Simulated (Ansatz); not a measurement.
Start from Rh in the fcc (Cu type) structure (space group Fm-3m, No. 225; relaxed with 0.1 eV smearing).

```
CELL_PARAMETERS angstrom
      0.00000     1.87756     1.87756
      1.87756     0.00000     1.87756
      1.87756     1.87756     0.00000
ATOMIC_POSITIONS crystal
  Rh 0.00000 0.00000 0.00000
```

Cartesian axes are those of the cell as printed.

Method: DFT with LDA, PAW potentials and a 420 eV plane-wave cutoff in Ansatz (an electronic-structure program), without spin-orbit coupling.

The change: the cell is scaled by 0.9750 in all directions; the atoms relax in the strained cell.

**Question.** Predict the stress tensor and what it implies for the stiffness.

**Answer.** Stress of the strained cell less that of the base (GPa, compression positive):
```
   29.0     0.0     0.0
    0.0    29.0     0.0
    0.0     0.0    29.0
```

Then B = −ΔP/(ΔV/V₀) with ΔV/V₀ = -0.0731 gives secant stiffness values (nonlinear terms included at this strain): B ≈ 397 GPa.

As a check, the harmonic strain energy −½ V₀ Δσ:ε is 90 meV/atom; the computed energy rise is 81 meV/atom.

Stability against distortions was not tested. All final runs are without spin polarisation.
